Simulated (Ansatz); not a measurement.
Start from BeS in the zinc blende structure (space group F-43m, No. 216).

```
CELL_PARAMETERS angstrom
      0.00000     2.43431     2.43431
      2.43431     0.00000     2.43431
      2.43431     2.43431     0.00000
ATOMIC_POSITIONS crystal
  Be 0.00000 0.00000 0.00000
  S  0.25000 0.25000 0.25000
```

Level of theory: r2SCAN (Ansatz, a program for electronic structure), no SOC.

Strains are applied to the cell and any free atomic positions relax.

One change was made to it. Results:

```csv
quantity,base,after
"hole mass (degenerate bands, along [100])","0.34, 0.57, 0.57 mₑ (at Γ)","0.34, 0.59, 0.59 mₑ (at Γ)"
energy relative to the base (free energy F),0 meV/atom,+3.9 meV/atom
electron mass,"0.79 mₑ along k, 0.29 mₑ across (at X)","0.80 mₑ along k, 0.29 mₑ across (at X)"
```

Task: Which of these changes matches the shifts?
A. isotropic strain +1.50 %
B. isotropic strain +1.00 %
C. isotropic strain +0.50 %
D. isotropic strain +3.00 %
E. isotropic strain +2.50 %

Result: B, isotropic strain +1.00 %. For comparison, the energy relative to the base in the other runs: isotropic strain +1.50 % gives +8.5 meV/atom; isotropic strain +2.50 % gives +23 meV/atom; isotropic strain +0.50 % gives +1.0 meV/atom; isotropic strain +3.00 % gives +33 meV/atom.

The levels and masses belong to the bands next to the band gap. Masses are band curvatures over ±0.01 Å⁻¹ around the edge. Along k means along the line from Γ to the band edge. No phonon test of stability was made.
